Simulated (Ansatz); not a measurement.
Levels about the gap of amorphous Hf$_{18}$O$_{35}$F$_{2}$ (55 atoms in a cell of 713 Å³, 8.88 g/cm³; zone centre alone, so wide bands show as single levels with stretches between that a denser mesh fills), at the geometry that PBE relaxed, where it gives 1.5 GPa on a denser mesh. The participation number counts the atoms over which a state spreads; weights are charges in smoothed Voronoi cells. The levels come from a single point, so bond lengths are those of that geometry. Method of the levels: r2SCAN, scalar-relativistic without spin-orbit coupling (Ansatz, an electronic-structure program). Sampling: the zone centre alone; Fermi-Dirac width 0.02 eV; no spin polarisation. At PBE the levels at the filled edge of the gap are localised (band-tail or defect states), and the nearest spread-out levels lie 4.2 eV apart at the zone centre.

Preparation: random packing, a CHGNet melt and quench, and a DFT relaxation. O and F atoms were pushed apart under 1.9 Å during the dynamics, to hinder bonds among them. The hot cell started wider than the set density and was brought back towards it in steps. It is the lowest in DFT energy of 2 quenches. It is a model cell: composition and starting density were chosen by hand, and all elements were melted together. No dispersion term was used. Its density started from a set value of 8.88 and ended at 8.88 g/cm³. The quench (nominally 300 K/ps over its main leg) was far faster than any real one, so the model tends to hold more defects than a real film. One small periodic cell is one sample of the glass; other quenches scatter about these values. The volume was held where the preparation left it and the shape relaxed, at a PBE pressure of 1.5 GPa. Stress components on the final sampling reach 1.6 GPa. On a 2×2×2 Γ-centred mesh force components of up to 0.12 eV/Å stay, since the relaxation ran on the zone centre alone.

| E - E(highest filled), eV | filling | participation number | largest on | weight O | weight Hf | weight F |
|---|---|---|---|---|---|---|
| -0.51 | filled | 22.1 | O, 3 neighbours | 0.94 | 0.06 | 0.00 |
| -0.46 | filled | 15.8 | O, 3 neighbours | 0.95 | 0.05 | 0.00 |
| -0.43 | filled | 17.1 | O, 2 neighbours | 0.94 | 0.05 | 0.00 |
| -0.41 | filled | 16.3 | O, 3 neighbours | 0.94 | 0.06 | 0.00 |
| -0.33 | filled | 16.4 | O, 3 neighbours | 0.95 | 0.05 | 0.00 |
| -0.18 | filled | 4.9 | O, 3 neighbours | 0.95 | 0.05 | 0.00 |
| 0.00 | filled | 8.3 | O, 3 neighbours | 0.96 | 0.04 | 0.00 |
| 4.39 | empty | 15.2 | Hf, 7 neighbours | 0.37 | 0.57 | 0.06 |
| 4.67 | empty | 13.7 | Hf, 6 neighbours | 0.38 | 0.62 | 0.01 |
| 4.73 | empty | 12.1 | Hf, 7 neighbours | 0.32 | 0.62 | 0.06 |
| 4.78 | empty | 14.9 | Hf, 7 neighbours | 0.33 | 0.64 | 0.03 |
| 4.85 | empty | 26.3 | Hf, 6 neighbours | 0.34 | 0.63 | 0.03 |
| 4.89 | empty | 26.2 | Hf, 6 neighbours | 0.34 | 0.64 | 0.02 |
| 4.98 | empty | 13.0 | Hf, 6 neighbours | 0.38 | 0.60 | 0.02 |

Most localised among these is the filled level at -0.18 eV, on a O atom, which has 3 neighbours (Hf 2.10 Å, Hf 2.19 Å, Hf 2.23 Å).
